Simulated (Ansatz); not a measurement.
Band structure of a (001) slab of ZrS2 (cut from a parent of space group no. 164; 3 atoms in the cell).

```xyz
3
Lattice="3.7796 0.0000 0.0000 -1.8898 3.2732 0.0000 0.0000 0.0000 16.8745" Properties=species:S:1:pos:R:3 pbc="T T T"
Zr     0.0000     0.0000     8.4373
S      1.8898     1.0911     7.0000
S      0.0000     2.1822     9.8745
```

Method: PBE (plane waves, PAW; Ansatz, an electronic-structure program).

Settings: basis.ecutwfc = 420 eV; kpoints.mp_grid.grid = 9 9 1; hamiltonian.xc = pbe; hamiltonian.pseudopotentials = {kind: paw} (the program's default PAW files); scf.occupations.method = gaussian; scf.occupations.width = 0.2 eV; kpoints.band_path.path = [[0.0, 0.0, 0.0], [0.5, 0.0, 0.0], [0.33333333, 0.33333333, 0.0], [0.0, 0.0, 0.0]]; kpoints.band_path.npoints = 6.

The starting cell comes from a database of computed structures (which also holds hypothetical and non-ambient phases and stackings), without a prior relaxation at this level. The slab is cut from that crystal, and its faces are unrelaxed. Its lattice was rescaled in the plane by a random factor within 2.5 % of one. Spin polarisation is off, though cut faces can carry moments; a gap of a slab can lie between surface states.

Task: Predict the gap along the standard path and the places of the band edges.

Result: The gap along the path is 1.37 eV, from Γ to M; the smallest direct gap on it is 1.70 eV.

Levels in eV from the top of the valence band on the path, bands 9 to 15:
```
point      9     10     11     12    13    14    15
-----  -----  -----  -----  -----  ----  ----  ----
Γ      -2.50  -0.58   0.00   0.00  1.70  1.70  2.68
M      -2.21  -1.90  -0.94  -0.91  1.37  3.16  3.35
K      -2.86  -1.55  -1.55  -1.35  2.27  3.10  3.10
```

Keys are those of Ansatz 0.2.
